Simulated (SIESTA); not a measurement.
Band structure of ScV₂Ga₄ (I4/mmm, 7 atoms in the cell).

```xyz
7
Lattice="-3.2272 3.2272 2.5744 3.2272 -3.2272 2.5744 3.2272 3.2272 -2.5744" Properties=species:S:1:pos:R:3 pbc="T T T"
Sc     0.0000     0.0000     0.0000
V      0.0000     3.2272     1.2872
V      3.2272     0.0000     1.2872
Ga     1.9419     1.9419     0.0000
Ga     1.2853     1.2853     2.5744
Ga     1.2853    -1.2853     2.5744
Ga    -1.2853     1.2853     2.5744
```

Method of the run: LDA PW92, numerical atomic orbitals TZP, PseudoDojo LDA standard norm-conserving potentials (rewritten from UPF to PSML) (SIESTA).

Settings: XC.functional = LDA; XC.authors = PW92; potentials = PseudoDojo LDA standard; PAO.BasisSize = TZP; PAO.EnergyShift = 0.005 Ry; MeshCutoff = 300 Ry; kgrid.MonkhorstPack = 5 5 5; OccupationFunction = MP; OccupationMPOrder = 0; ElectronicTemperature = 580.23 K; MaxSCFIterations = 150; SCF.Mixer.Method = Broyden; SCF.Mixer.Weight = 0.25; SCF.Mixer.History = 8.

The starting cell comes from a database of computed structures (which also holds hypothetical and non-ambient phases and stackings), without a prior relaxation at this level. Spin polarisation is off. Values carry the incompleteness of an atom-centred basis.

Levels in eV from the Fermi level, bands 41 to 46:
| point | 41 | 42 | 43 | 44 | 45 | 46 |
|---|---|---|---|---|---|---|
| Γ | -1.94 | -1.56 | -1.25 | -0.38 | -0.37 | 0.71 |
| X | -1.96 | -1.14 | -1.07 | -0.96 | -0.16 | 0.69 |
| M | -1.63 | -0.97 | -0.73 | -0.70 | 0.71 | 0.95 |
| Z | -2.06 | -0.76 | -0.60 | 0.32 | 0.54 | 0.91 |
| P | -1.16 | -0.66 | -0.66 | -0.48 | 0.14 | 0.14 |
| N | -1.28 | -0.50 | -0.49 | -0.08 | 0.41 | 0.75 |
| Z1 | -2.06 | -0.76 | -0.60 | 0.32 | 0.54 | 0.91 |

Bands cross the Fermi level along this path, so the cell is metallic at this level.

Higher empty bands are left out: an atom-centred basis made for the valence describes them poorly.
